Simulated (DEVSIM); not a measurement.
Device: illuminated Si n-on-p cell, one wavelength, at 300 K.

Layer 1 from the left is Si, thickness (μm) 0.110, Nd (cm⁻³) 9.7e18, τn (s) 7.8e-7, τp (s) 3.8e-7, absorption coefficient (cm⁻¹) 1200. Layer 2 from the left is Si, thickness (μm) 52.0, Na (cm⁻³) 2.7e16, τn (s) 4.6e-6, τp (s) 4.6e-6, absorption coefficient (cm⁻¹) 1200.

Left contact: ohmic, minority hole recombination velocity 20 cm/s. Right contact: ohmic, minority electron recombination velocity 1e5 cm/s. Voltage is applied to the left contact. Recombination: SRH at mid-gap, radiative, Auger. Light enters at the left, 3.9e16 photons cm⁻² s⁻¹, one pass, no reflection. Mobility is μmin + (μ − μmin)/(1 + (N/Nref)^α).

Constants are typed, rounded textbook-type inputs, not results; the design itself was drawn at random and stands for no fabricated device. Values at 300 K.

Si: gap (eV) 1.124, affinity (eV) 4.05, permittivity 11.7, Nc (cm⁻³) 2.86e19, Nv (cm⁻³) 3.1e19, μn (cm²/Vs) 1417, μp (cm²/Vs) 470, μn,min 52, μp,min 45, Nref,n 9.7e16, Nref,p 2.2e17, αn 0.68, αp 0.72, B (cm³/s) 4.7e-15, Cn (cm⁶/s) 2.8e-31, Cp (cm⁶/s) 9.9e-32.

Simulated with DEVSIM: 1D drift-diffusion, Boltzmann statistics, complete ionisation; no tunnelling, impact ionisation, image-force lowering or self-heating.

Dark forward current:

```
|V| (V)  |J| (A/cm²)
-------  -----------
0.05       5.561e-10
0.10        2.060e-9
0.15        6.762e-9
0.20        2.398e-8
0.25        1.010e-7
0.30        5.172e-7
0.35        3.070e-6
0.40        1.982e-5
0.45       0.0001330
0.50       0.0009087
0.55        0.006251
0.60         0.04308
0.65          0.2953
0.70           1.946
0.75           10.99
0.80           47.56
0.85           163.2
0.90           479.0
0.95            1208
1.00            2464
```

Question: Work out the local ideality factor n = ΔV / (kT/q · ln(J2/J1)) between the rows 0.15 and 0.20 V, 0.55 and 0.60 V, 0.95 and 1.00 V.

Answer: kT/q = 25.85 mV. From 0.15 to 0.20 V: ln(2.398e-8/6.762e-9) = 1.266, n = 1.53. From 0.55 to 0.60 V: ln(0.04308/0.006251) = 1.930, n = 1.00, near the 1 of diffusion or emission over a barrier. From 0.95 to 1.00 V: ln(2464/1208) = 0.713, n = 2.71.

Question: What current could the absorbed light give at most, and what share is collected?

Answer: Σ αd = 6.25, so qΦ(1 − exp(−Σ αd)) = 6.24 mA/cm². The simulated short-circuit current is 5.284 mA/cm², a share of 0.85.

Question: Estimate the open-circuit voltage by superposition: the voltage at which the dark current equals that short-circuit current.

Answer: Interpolating ln J in the table gives 0.546 V. The simulation gives 0.546 V, the same within the digits that matter. Superposition holds where collection doesn't change with voltage.

Question: Estimate the fill factor from FF0 = (v − ln(v + 0.72))/(v + 1), v = qVoc/(nkT), with n from the dark curve.

Answer: The rows about Voc, 0.50 and 0.55 V, give n = 1.00, so v = 21.1 and FF0 = 0.815. The simulation gives 0.812, the same within the digits that matter.
